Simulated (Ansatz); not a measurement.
Amorphous Si$_{24}$O$_{48}$H$_{2}$, 74 atoms at 2.19 g/cm³, one PBE-relaxed geometry, zone centre. Methods: PBE, scalar-relativistic without spin-orbit coupling (Ansatz, a first-principles code); r2SCAN, scalar-relativistic without spin-orbit coupling (Ansatz). Plane waves to 420 eV (r2SCAN 500 eV). The usual formal charges leave 2 electrons over, so the level spacing at the Fermi energy parts defect or band states and needn't be the band gap. At PBE the levels at the filled edge of the gap are localised (band-tail or defect states), and the nearest spread-out levels lie 5.6 eV apart at the zone centre. The higher rungs were started with moments on some atoms, which died out.

A CHGNet melt-quench gave the starting glass, which DFT then relaxed. O atoms were pushed apart under 1.9 Å during the dynamics, to hinder bonds among them. The hot cell started wider than the set density and was brought back towards it in steps. It is the lowest in DFT energy of 2 quenches. It is a model cell: composition and starting density were chosen by hand, and all elements were melted together. No dispersion term was used. Its density started from a set value of 2.01 and ended at 2.19 g/cm³. The simulated quench (nominally 780 K/ps over its main leg) is rapid and tends to freeze in more defects than a deposited or slowly cooled glass has. One small periodic cell is one sample of the glass; other quenches scatter about these values. Volume and shape were free in the relaxation.

The relaxation ran on the zone centre alone. At PBE the level spacing at the Fermi energy is 3.20 eV on a 2×2×2 Γ-centred mesh, and the spacing at the zone centre alone 3.26 eV.

Question: What zone-centre spacing does r2SCAN give, roughly?

Answer: 3.72 eV (+0.46 eV against PBE).

The highest filled and the lowest empty state spread over these numbers of atoms (participation numbers): PBE: 2.8 and 64.6; r2SCAN: 2.7 and 64.4.
